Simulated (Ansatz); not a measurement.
Hops of point defects in 3C silicon carbide, each between lowest sites run for its defect: PBE bands (Ansatz, a quantum-chemistry and plane-wave program, plane waves to 420 eV, PAW, climbing-image NEB) beside r2SCAN single points (500 eV) at the PBE geometries. Static nuclei, no finite-size correction. The rows are a random draw from the bands that converged and passed our checks of state and shape. Saddle orders were checked for a part of the study's bands only and are not shown. Vacancies start on their lattice site; split forms were not set up. Charge states are imposed.

```csv
Row,Defect,Route,Hop (Å),Cell and PBE mesh,r2SCAN k-points,PBE barrier x (eV),r2SCAN barrier y (eV)
1,"C vacancy, charge +2",a nearby C jumps into the vacancy,3.08,"64 sites, 2×2×2 shifted",same mesh,5.21,5.66
2,"C vacancy, charge 0",a nearby C jumps into the vacancy,3.18,"64 sites, 2×2×2 shifted",same mesh,3.73,4.08
3,"interstitial B, charge +3",B moves farthest,3.10,"64 sites, 2×2×2 shifted",same mesh,2.90,3.09
4,"N-vacancy pair (N on C, C vacant), charge -1",N changes places with the vacancy (N-vacancy distance between ideal sites 3.10 Å throughout) (strongly reconstructed ends),3.44,"64 sites, 2×2×2 shifted",same mesh,3.10,3.53
5,"O-vacancy pair (O on C, C vacant), charge 0",a nearby C jumps into the vacancy (O-vacancy distance between ideal sites 3.10 Å throughout) (strongly reconstructed ends),3.15,"64 sites, 2×2×2 shifted",same mesh,3.14,3.51
6,"O-vacancy pair (O on C, C vacant), charge 0",O changes places with the vacancy (O-vacancy distance between ideal sites 3.10 Å throughout) (strongly reconstructed ends),3.61,"64 sites, 2×2×2 shifted",same mesh,2.07,2.39
7,"B-vacancy pair (B on C, C vacant), charge +1",B changes places with the vacancy (B-vacancy distance between ideal sites 3.10 Å throughout),3.04,"64 sites, 2×2×2 shifted",same mesh,3.81,?
```

Question: Fit a straight line y = a x + b to rows 1 to 6, predict row 7, and compare with the computed value.

Answer: Means: x̄ = 3.358, ȳ = 3.710 eV. Sums: Sxx = 5.551, Sxy = 5.823 eV². So a = Sxy/Sxx = 1.049 and b = ȳ − a x̄ = 0.187 eV, with a scatter of 0.09 eV about the line. Row 7: 1.049 × 3.81 + 0.187 ≈ 4.18 eV. The computed r2SCAN value is 4.21 eV, +0.03 eV from the line, within the scatter. The line only summarises these rows of one host.
